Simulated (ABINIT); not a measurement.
**Worked example: self-consistent single point of La2Mg (C2/c, 6 atoms in the cell) in ABINIT**

Level of theory: LDA (PW92), PAW (JTH v2.0 LDA PAW) (plane waves; ABINIT).

Input as run:

```
# La2Mg, JTH v2.0 LDA PAW
pp_dirpath "./"
pseudos "La.LDA_PW-JTH.xml, Mg.LDA_PW-JTH.xml"
acell 6.1874578617 6.1874578617 6.6637533231 Angstrom
rprim
         0.8628986442   -0.5053770175    0.0000000000
         0.8628986442    0.5053770175    0.0000000000
        -0.5291685975   -0.0000000000    0.8485167031
natom 6
ntypat 2
znucl 57 12
typat 1 1 1 1 2 2
xred
         0.7583800000    0.5817800000    0.7459800000
         0.2416200000    0.4182200000    0.2540200000
         0.4182200000    0.2416200000    0.7540200000
         0.5817800000    0.7583800000    0.2459800000
         0.9223800000    0.0776200000    0.2500000000
         0.0776200000    0.9223800000    0.7500000000
ecut 26 Ha
pawecutdg 52 Ha
pawxcdev 0
occopt 7
tsmear 0.00734986
nband 41
kptopt 1
ngkpt 4 4 3
nshiftk 1
shiftk 0 0 0
nstep 60
tolvrs 1.0e-10
prtwf 0
prtden 0
enunit 1
```

Log, with long lists cut:

```
 Symmetries : space group C2/c (# 15); Bravais mC (1-face-center monocl.)

 -outvars: echo values of preprocessed input variables --------
            acell      1.1692600817E+01  1.1692600817E+01  1.2592668798E+01 Bohr
             ecut      2.60000000E+01 Hartree
           enunit           1
              ixc       -1012
         kptrlatt        4    0    0      0    4    0      0    0    3
          kptrlen      3.77780064E+01
            natom           6
            nband          41
            ngfft          54      54      60
          ngfftdg          80      80      90
             nkpt          17
            nstep          60
             nsym           4
           ntypat           2
           occopt           7
        pawecutdg      5.20000000E+01 Hartree
         pawxcdev           0
            rprim      8.6289864420E-01 -5.0537701750E-01  0.0000000000E+00
                       8.6289864420E-01  5.0537701750E-01  0.0000000000E+00
                      -5.2916859750E-01 -0.0000000000E+00  8.4851670310E-01
          spgroup          15
           tolvrs      1.00000000E-10
           tsmear      7.34986000E-03 Hartree
            typat      1  1  1  1  2  2
           useylm           1
             xred      7.5838000000E-01  5.8178000000E-01  7.4598000000E-01
                       2.4162000000E-01  4.1822000000E-01  2.5402000000E-01
                       4.1822000000E-01  2.4162000000E-01  7.5402000000E-01
                       5.8178000000E-01  7.5838000000E-01  2.4598000000E-01
                       9.2238000000E-01  7.7620000000E-02  2.5000000000E-01
                       7.7620000000E-02  9.2238000000E-01  7.5000000000E-01
            znucl       57.00000   12.00000

== DATASET  1 ==================================================================

 Real(R)+Recip(G) space primitive vectors, cartesian coordinates (Bohr,Bohr^-1):
 R(1)= 10.0895294 -5.9091717  0.0000000  G(1)=  0.0495563 -0.0846142  0.0309053
 R(2)= 10.0895294  5.9091717  0.0000000  G(2)=  0.0495563  0.0846142  0.0309053
 R(3)= -6.6636449  0.0000000 10.6850898  G(3)=  0.0000000  0.0000000  0.0935884
 Unit cell volume ucvol=  1.2741064E+03 bohr^3
 Angles (23,13,12)=  1.17169143E+02  1.17169143E+02  6.07127656E+01 degrees

 Coarse grid specifications (used for wave-functions):

 getcut: wavevector=  0.0000  0.0000  0.0000  ngfft=  54  54  60
         ecut(hartree)=     26.000   => boxcut(ratio)=   2.01216

 Fine grid specifications (used for densities):

 getcut: wavevector=  0.0000  0.0000  0.0000  ngfft=  80  80  90
         ecut(hartree)=     52.000   => boxcut(ratio)=   2.10791

   1.77388464E+04                                ecore*ucvol(ha*bohr**3)

_setup2: Arith. and geom. avg. npw (full set) are    8070.771    8070.760

--- !BeginCycle
solver: {iscf: 17, nstep: 60, nline: 4, wfoptalg: 10, }
tolerances: {tolvrs: 1.00E-10, }
...

     iter   Etot(hartree)      deltaE(h)  residm     nres2
 ETOT  1  -252.97637698586    -2.530E+02 1.325E+00 1.444E+02
 ETOT  2  -256.23967331196    -3.263E+00 1.231E-01 1.237E+02
 ETOT  3  -255.90297445423     3.367E-01 1.520E-02 4.502E+01
 ETOT  4  -255.76105396978     1.419E-01 5.720E-03 9.450E+00
 ETOT  5  -255.72766660680     3.339E-02 3.948E-03 1.271E+00
 ETOT  6  -255.72275962826     4.907E-03 5.474E-03 2.682E-02
   [... 3 lines left out ...]
 ETOT 10  -255.72277144008     2.699E-07 2.136E-04 2.178E-07
 ETOT 11  -255.72277144452    -4.440E-09 1.651E-04 5.055E-08
 ETOT 12  -255.72277144455    -2.387E-11 1.501E-04 1.045E-08
 ETOT 13  -255.72277144454     8.129E-12 1.127E-04 3.683E-10
 ETOT 14  -255.72277144454    -3.695E-13 1.101E-04 5.465E-11

 At SCF step   14       nres2   =  5.47E-11 < tolvrs=  1.00E-10 =>converged.

 Cartesian components of stress tensor (hartree/bohr^3)
  sigma(1 1)=  7.48830935E-05  sigma(3 2)=  0.00000000E+00
  sigma(2 2)=  6.87834667E-05  sigma(3 1)=  5.12203023E-06
  sigma(3 3)=  6.08124562E-05  sigma(2 1)=  0.00000000E+00

 ----iterations are completed or convergence reached----

 reduced coordinates (array xred) for    6 atoms
       0.758380000000      0.581780000000      0.745980000000
       0.241620000000      0.418220000000      0.254020000000
       0.418220000000      0.241620000000      0.754020000000
       0.581780000000      0.758380000000      0.245980000000
       0.922380000000      0.077620000000      0.250000000000
       0.077620000000      0.922380000000      0.750000000000
 cartesian forces (eV/Angstrom) at end:
    1     -0.04343700449753     0.02923794891877     0.00679024384977
    2      0.04343700449753    -0.02923794891877    -0.00679024384977
    3      0.04343700449753     0.02923794891877    -0.00679024384977
    4     -0.04343700449753    -0.02923794891877     0.00679024384977
    5      0.00000000000000     0.03922042649523     0.00000000000000
    6     -0.00000000000000    -0.03922042649523     0.00000000000000
 frms,max,avg= 2.8114288E-02 4.3437004E-02   0.000E+00  0.000E+00  0.000E+00 e/A
 length scales= 11.692600817383 11.692600817383 12.592668797766 bohr
              =  6.187457861700  6.187457861700  6.663753323100 angstroms
 Fermi (or HOMO) energy (eV) =   4.08016   Average Vxc (eV)=  -9.86649
 Eigenvalues (   eV  ) for nkpt=  17  k points:
 kpt#   1, nband= 41, wtk=  0.02083, kpt=  0.0000  0.0000  0.0000 (reduced coord)
 -70.69454  -70.69426  -38.12736  -38.12184  -38.10470  -38.10446  -38.10294  -38.10294
 -28.77515  -28.51377  -28.48744  -28.48030  -13.23470  -12.88944  -12.79153  -12.66336
 -12.66198  -12.12973  -12.09051  -12.07674  -11.88885  -11.72401  -11.63925  -11.51015
  -0.31127    1.61827    3.24982    3.37113    3.40646    3.50023    3.72634    3.93114
   3.93756    4.74920    4.93970    4.99977    5.12457    5.23587    5.48289    5.63143
   5.63532
 prteigrs : prtvol=0 or 1, do not print more k-points.

--- !EnergyTerms
comment             : Components of total free energy in Hartree
kinetic             :  4.61509361974419E+01
hartree             :  4.62673415087957E+01
xc                  : -4.41320752649019E+01
Ewald energy        : -1.65346448759832E+02
psp_core            :  1.39225786038451E+01
local_psp           : -1.40194585332017E+02
spherical_terms     : -1.23840012688783E+01
internal            : -2.55716254315546E+02
'-kT*entropy'       : -6.51812613693304E-03
total_energy        : -2.55722772441683E+02
total_energy_eV     : -6.95857052265407E+03
...

-Cartesian components of stress tensor (GPa)         [Pressure= -2.0053E+00 GPa]
- sigma(1 1)=  2.20313630E+00  sigma(3 2)=  0.00000000E+00
- sigma(2 2)=  2.02367912E+00  sigma(3 1)=  1.50695307E-01
- sigma(3 3)=  1.78916393E+00  sigma(2 1)=  0.00000000E+00

 Calculation completed.
```

The run converged in 14 iterations.

The starting cell comes from a database of computed structures (which also holds hypothetical and non-ambient phases and stackings), without a prior relaxation at this level. Its lattice was rescaled by a random factor within 2.5 % of one.

Cost on one core of a shared machine: roughly 7 min.
